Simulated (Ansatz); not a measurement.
InP (F-43m), r2SCAN with spin-orbit coupling, rigid bands run with Ansatz (a program for electronic structure): Condition of this run: hydrostatic pressure 2 GPa (the target of the relaxation). band gap 1.16 eV, N_c = 6.74e17 cm⁻³ and N_v = 2.39e19 cm⁻³ at 300 K, conductivity masses of 0.0937 mₑ (electrons) and 0.550 mₑ (holes). Take k_BT = 0.02585 eV.

### Question
Find the intrinsic carrier density and the intrinsic Fermi level.

### Answer
n_i = √(N_c N_v) exp(−E_g/2k_BT) = 4.01e18 × exp(−22.44) = 7.2e8 cm⁻³. The level lies (k_BT/2) ln(N_v/N_c) = 46 meV from mid-gap (positive towards the conduction band). Each 0.1 eV added to the gap lowers n_i by a factor of 6.9.

### Question
A film of it is 8 nm thick. Estimate the confinement energies in an infinite well.

### Answer
ħ²π²/(2m t²) = 0.376 eV·nm²/(m/mₑ × t²) gives 62.7 meV for electrons and 10.7 meV for holes, so the gap would widen to about 1.23 eV. Finite barriers and nonparabolic bands lower this, and with several valleys or bands the heaviest mass along the normal sets the lowest level, not this average.

### Question
What thermal injection velocity √(2k_BT/πm) limits a ballistic channel?

### Answer
1.76e7 cm/s for electrons and 7.25e6 cm/s for holes, a ratio of √(m_h/m_e) = 2.42, for dilute carriers.

Rigid, parabolic bands with the computed gap; masses take one relaxation time for all states.
